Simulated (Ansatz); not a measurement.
Computed with PBE (plane waves to 420 eV, PAW; Ansatz, a first-principles code).

Plane-averaged electrostatic potential energy along the normal, in eV from the Fermi level, for Mg on the 1x1 (110) surface of bcc W, one in a 2x1 cell, started at the site 'bridge W-W (span 3.2 Å)':

| z (Å) | V (eV) |
|---|---|
| 5.20 | 4.81 |
| 5.49 | 4.80 |
| 5.78 | 4.80 |
| 6.07 | 4.80 |
| 6.36 | 4.79 |
| 6.64 | 4.76 |
| 6.93 | 4.72 |
| 7.22 | 4.62 |
| 7.51 | 4.44 |
| 7.80 | 4.06 |
| 8.09 | 3.31 |
| 8.38 | 1.82 |
| 8.67 | -1.11 |
| 8.96 | -7.22 |
| 9.24 | -15.18 |
| 9.53 | -20.64 |
| 9.82 | -21.01 |
| 10.11 | -16.17 |
| 10.40 | -8.63 |
| 10.69 | -3.58 |
| 10.98 | -4.78 |
| 11.27 | -11.51 |
| 11.56 | -18.73 |
| 11.84 | -21.99 |
| 12.13 | -19.67 |
| 12.42 | -12.87 |
| 12.71 | -5.45 |
| 13.00 | -2.61 |
| 13.29 | -5.51 |
| 13.58 | -12.93 |
| 13.87 | -19.66 |
| 14.16 | -21.90 |
| 14.44 | -18.57 |
| 14.73 | -11.28 |
| 15.02 | -4.47 |
| 15.31 | -3.08 |
| 15.60 | -7.81 |
| 15.89 | -15.44 |
| 16.18 | -20.65 |
| 16.47 | -20.79 |
| 16.76 | -15.75 |
| 17.04 | -7.89 |
| 17.33 | -1.74 |
| 17.62 | 0.55 |
| 17.91 | 0.52 |
| 18.20 | -1.75 |
| 18.49 | -4.83 |
| 18.78 | -5.33 |
| 19.07 | -2.78 |
| 19.36 | -0.02 |
| 19.64 | 1.43 |
| 19.93 | 2.33 |
| 20.22 | 2.88 |
| 20.51 | 3.21 |
| 20.80 | 3.40 |
| 21.09 | 3.50 |
| 21.38 | 3.56 |
| 21.67 | 3.59 |
| 21.96 | 3.61 |
| 22.24 | 3.62 |
| 22.53 | 3.62 |
| 22.82 | 3.62 |
| 23.11 | 3.62 |

Set-up: 9 atoms, 6.6 Å thick at the start under the adsorbate (thin: gaps and levels are the slab's own); mesh 6x12x1; 0.1 eV smearing; dipole correction on; 4 atoms held, the rest relaxed; held to the start's symmetry, so lower structures may exist; no spin, no spin-orbit, no U, no dispersion correction. At the end it is bonded to 4 W. In PBE it is, or lies within 0.03 eV of, the lowest of the starts that converged.

Problem. The surface cell has an area of 14.34 Å². What dipole along the normal does the step between the two vacuum levels imply?

Solution. the top vacuum level lies 1.18 eV below the bottom one; p = −ε₀ A ΔV (ε₀ = 0.005526 e/(V·Å)) gives 0.09 e·Å a cell.
